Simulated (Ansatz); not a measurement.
An Ansatz (a quantum-chemistry and plane-wave program) input (LDA (Ansatz, PAW, spin-orbit coupling left out)):

Ansatz 0.2 input:
```yaml
crystal:
  lattice:
    - [0, 1.9059236655, 1.8773348105]
    - [1.9059236655, 0, 1.8773348105]
    - [1.9059236655, 1.9059236655, 0]
  atoms:
    - { symbol: Ir, position: [0, 0, 0] }
basis: { ecutwfc: 420, ecutrho_ratio: 4, xc_grid: 2, fft_grid_basis: typed }
kpoints: { mp_grid: { grid: [30, 30, 30] } }
hamiltonian:
  xc: lda
  dispersion: none
  pseudopotentials: { kind: paw }
scf: { occupations: { method: fermi_dirac, width: 0.1 }, convergence: { dr2_threshold: 0.0000000001 } }
relax: { f_tol: 0.005, max_steps: 50 }
output: { forces: true, stress: true }
checkpoint: { write: state.ck, write_every: 1000 }
```

Which symmetry and how many k-points will the program report, and about how many plane waves at Γ?

Space group I4/mmm (ITA 139) with 16 operations, k-points 1992 of 27000, and 275 plane waves at Γ.

And the final pressure?

6.40 GPa (compression positive).

The cells carry an imposed strain or load. No phonon test of stability was made. The final runs are not spin-polarised. The cell was made from Ir in the fcc (Cu type) structure (space group Fm-3m, No. 225) by this change: uniaxial strain ε_zz = −1.50 %.
